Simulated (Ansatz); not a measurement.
1T (CdI2-type) MgI2 was calculated with r²SCAN (Ansatz, an electronic-structure program, plane waves, PAW).

Settings: plane-wave cutoff 560 eV, 12×12×6 k mesh (along the axes of the cell as run), Fermi–Dirac smearing 0.01 eV, scalar-relativistic PAW data made under PBE.

Cell (relaxed at this level):

```
MgI2
1.0
    2.09313    -3.62541     0.00000
    2.09313     3.62541     0.00000
    0.00000     0.00000     7.16997
Mg I
1 2
Cartesian
  0.00000   0.00000   0.00000
  2.09313   1.20847   1.66575
  2.09313  -1.20847   5.50422
```

Q: Give the computed bulk modulus, band gap and smallest direct gap on the k points sampled.

A: 
- bulk modulus: 8.47 GPa
- band gap: 4.23 eV
- smallest direct gap on the k points sampled: 4.54 eV

Note: for a layered or molecular solid the relaxed cell lies over 5 % above the published volume, where the minimum can be shallow; the cell comes from a level without a dispersion term, which matters for the spacing of layers, chains or molecules; the bulk modulus comes from volumes at which shape and atoms were relaxed.

Spin–orbit coupling is not included; with these elements it can move the gap by several tenths of an eV or more.

The computed numbers hold no vibrational or temperature effects.
